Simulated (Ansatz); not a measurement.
# Carrier properties of AlN under load (space group P6_3mc)

```
AlN
1.0
    3.13672     0.00000     0.00000
   -1.56836     2.71648     0.00000
    0.00000     0.00000     5.02792
Al N
2 2
Direct
  0.33333   0.66667   0.99672
  0.66667   0.33333   0.49672
  0.33333   0.66667   0.37828
  0.66667   0.33333   0.87828
```

The numbers are results of r2SCAN with spin-orbit coupling, rigid bands (plane waves, PAW; Ansatz, a program for electronic structure), not measurements. Condition of this run: hydrostatic pressure of -4.5 GPa (compression positive) (the target of the relaxation). Cell: cell and atoms relaxed with PBEsol, then loaded as said.

| Quantity | Result |
|---|---|
| band gap | 4.62 eV |
| electron conductivity mass (300 K, dilute) | 0.31 (x), 0.31 (y), 0.30 (z) mₑ |
| hole conductivity mass (300 K, dilute) | 3.7 (x), 3.7 (y), 0.42 (z) mₑ |
| effective density of states N_c (300 K) | 4.3e18 cm⁻³ |
| effective density of states N_v (300 K) | 5.8e19 cm⁻³ |
| density-of-states mass, electrons | 0.31 mₑ |
| density-of-states mass, holes | 1.76 mₑ |
| Seebeck coefficient, n-type 1e19 cm⁻³, 300 K | -156 μV/K |
| Seebeck coefficient, p-type 1e19 cm⁻³, 300 K | 373 μV/K |
| best p-type power factor at 300 K for τ = 10 fs (best axis; densities from 1e16 to 1e21 cm⁻³ tried, whether or not they can be reached) | 15.7 μW/(cm·K²) at 1e20 cm⁻³ |

Rigid bands; masses and Seebeck coefficients take one relaxation time τ for all states and one kind of carrier; polarons and phonon drag are left out. Geometry: cell and atoms relaxed with PBEsol.
